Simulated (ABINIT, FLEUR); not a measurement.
An ABINIT input for a self-consistent single point of Zn₃Ir (I4/mmm, 4 atoms in the cell) (DFT, PBEsol, plane waves, PAW (JTH v2.0 PBE PAW, files made for PBE)):

```
# Zn3Ir, JTH v2.0 PBE PAW
pp_dirpath "./"
pseudos "Zn.GGA_PBE-JTH.xml, Ir.GGA_PBE-JTH.xml"
acell 4.8078510611 4.8078510611 4.8078510611 Angstrom
rprim
        -0.3853228764    0.3853228764    0.8384822967
         0.3853228764   -0.3853228764    0.8384822967
         0.3853228764    0.3853228764   -0.8384822967
natom 4
ntypat 2
znucl 30 77
typat 1 1 1 2
xred
         0.7500000000    0.2500000000    0.5000000000
         0.2500000000    0.7500000000    0.5000000000
         0.5000000000    0.5000000000    0.0000000000
         0.0000000000    0.0000000000    0.0000000000
ecut 816 eV
pawecutdg 1633 eV
pawxcdev 0
ixc -116133
occopt 7
tsmear 0.00999582
nband 34
kptopt 1
ngkpt 8 8 8
nshiftk 1
shiftk 0 0 0
nstep 80
tolvrs 1.0e-12
prtwf 0
prtden 0
enunit 1
```

Task: Give the FLEUR input for the same structure, mesh, smearing and functional.

Result: One input that does it (others would too):

Input of the input generator:

```
Zn3Ir
&input film=f /
-3.5008593753 3.5008593753 7.6180491468
3.5008593753 -3.5008593753 7.6180491468
3.5008593753 3.5008593753 -7.6180491468
1.0
1.0 1.0 1.0

4
30 0.7500000000 0.2500000000 0.5000000000
30 0.2500000000 0.7500000000 0.5000000000
30 0.5000000000 0.5000000000 0.0000000000
77 0.0000000000 0.0000000000 0.0000000000

&comp jspins=1 /
&exco xctyp='PBEs' /
&kpt div1=8 div2=8 div3=8 gamma=t /
&end /
```

```xml
<?xml version="1.0" encoding="UTF-8" standalone="no"?>
<fleurInput fleurInputVersion="0.39">
   <comment>
      Zn3Ir                                                                                               
   </comment>
   <calculationSetup>
      <cutoffs Kmax="4.4" Gmax="13.2" GmaxXC="13.2" numbands="0"/>
      <scfLoop itmax="60" minDistance="0.00001" maxIterBroyd="15" imix="Anderson" alpha="0.05" precondParam="0.0" spinf="2.0"/>
      <coreElectrons ctail="T" frcor="F" kcrel="0" coretail_lmax="0"/>
      <xcFunctional name="PBEs" relativisticCorrections="F"/>
      <magnetism jspins="1"/>
      <soc l_soc="F" theta="0.0" phi="0.0" spav="F"/>
      <expertModes spex="0" secvar="F"/>
      <geometryOptimization l_f="T" forcealpha="1.0" forcemix="BFGS" epsdisp="0.00001" epsforce="0.00001"/>
      <ldaU l_linMix="F" mixParam="0.05" spinf="1.0"/>
   </calculationSetup>
   <cell>
      <bzIntegration valenceElectrons="51.0" mode="gauss" fermiSmearingEnergy="0.00999582">
         <kPointListSelection listName="default-1"/>
         <!-- k-points included here -->
         <xi:include xmlns:xi="http://www.w3.org/2001/XInclude" href="kpts.xml"> </xi:include>
      </bzIntegration>
      <!-- symmetry operations included here -->
      <xi:include xmlns:xi="http://www.w3.org/2001/XInclude" href="sym.xml"> </xi:include>
      <bulkLattice scale="1.0">
         <bravaisMatrix>
            <row-1>   -3.5008593753000001     3.5008593753000001     7.6180491467999998</row-1>
            <row-2>    3.5008593753000001    -3.5008593753000001     7.6180491467999998</row-2>
            <row-3>    3.5008593753000001     3.5008593753000001    -7.6180491467999998</row-3>
         </bravaisMatrix>
      </bulkLattice>
   </cell>
   <atomSpecies>
      <species name="Zinc (Zn)" element="Zn" atomicNumber="30">
         <mtSphere radius="2.26" gridPoints="797" logIncrement="0.016"/>
         <atomicCutoffs lmax="10" lnonsphr="8"/>
         <electronConfig flipSpins="F">
            <coreConfig>(1s1/2) (2s1/2) (2p1/2) (2p3/2) (3s1/2) (3p1/2) (3p3/2)</coreConfig>
            <valenceConfig>(4s1/2) (3d3/2) (3d5/2)</valenceConfig>
         </electronConfig>
         <energyParameters s="4" p="4" d="3" f="4"/>
         <lo type="HELO" l="2" n="4" eDeriv="0"/>
      </species>
      <species name="Iridium (Ir)" element="Ir" atomicNumber="77">
         <mtSphere radius="2.26" gridPoints="797" logIncrement="0.017"/>
         <atomicCutoffs lmax="10" lnonsphr="8"/>
         <electronConfig flipSpins="F">
            <coreConfig>(1s1/2) (2s1/2) (2p1/2) (2p3/2) (3s1/2) (3p1/2) (3p3/2) (4s1/2) (3d3/2) (3d5/2) (4p1/2) (4p3/2) (5s1/2) (4d3/2) (4d5/2) (4f5/2) (4f7/2)</coreConfig>
            <valenceConfig>(5p1/2) (5p3/2) (6s1/2) (5d3/2) (5d5/2)</valenceConfig>
            <stateOccupation state="(5d3/2)" spinUp="1.4" spinDown="1.4"/>
            <stateOccupation state="(5d5/2)" spinUp="2.1" spinDown="2.1"/>
         </electronConfig>
         <energyParameters s="6" p="6" d="5" f="5"/>
         <lo type="SCLO" l="1" n="5" eDeriv="0"/>
      </species>
   </atomSpecies>
   <atomGroups>
      <atomGroup species="Zinc (Zn)">
         <relPos label="                   1">-1.000/4.000 1.000/4.000 1.000/2.000</relPos>
         <relPos label="                   2">1.000/4.000 -1.000/4.000 1.000/2.000</relPos>
         <force calculate="T" relaxXYZ="TTT"/>
      </atomGroup>
      <atomGroup species="Zinc (Zn)">
         <relPos label="                   3">1.000/2.000 1.000/2.000 .0000000000</relPos>
         <force calculate="T" relaxXYZ="TTT"/>
      </atomGroup>
      <atomGroup species="Iridium (Ir)">
         <relPos label="                   4">.0000000000 .0000000000 .0000000000</relPos>
         <force calculate="T" relaxXYZ="TTT"/>
      </atomGroup>
   </atomGroups>
   <output dos="F" band="F" slice="F">
      <checks vchk="F" cdinf="F"/>
      <bandDOS minEnergy="-.5*Htr" maxEnergy="0.5*Htr" sigma="0.015" storeEVData="T"/>
      <vacuumDOS vacdos="F" integ="F" star="F" nstars="0" locx1="0.0" locy1="0.0" locx2="0.0" locy2="0.0" nstm="0" tworkf="0.0"/>
      <unfoldingBand unfoldBand="F" supercellX="1" supercellY="1" supercellZ="1"/>
      <plotting iplot="0" polar="F">
         <plot TwoD="T" vec1="  1.0  0.0  0.0" vec2="  0.0  1.0  0.0" vec3="  0.0  0.0  1.0" zero="  0.0  0.0  0.0" file="plot"/>
      </plotting>
      <chargeDensitySlicing numkpt="0" minEigenval="0.0" maxEigenval="0.0" nnne="0" pallst="F"/>
      <specialOutput eonly="F"/>
      <magneticCircularDichroism mcd="F" energyLo="-10.0" energyUp="0.0"/>
   </output>
  <!-- We include the file relax.xml here to enable relaxations (see documentation) -->
  <xi:include xmlns:xi="http://www.w3.org/2001/XInclude" href="relax.xml"> <xi:fallback/> </xi:include>
</fleurInput>
```

Basis settings and potentials, where a program has them, do not carry over. This input uses DFT, PBEsol, all-electron FLAPW (FLEUR), scalar-relativistic valence.

The starting cell comes from a database of computed structures (which also holds hypothetical and non-ambient phases and stackings), without a prior relaxation at this level. Its lattice was rescaled by a random factor within 2.5 % of one.
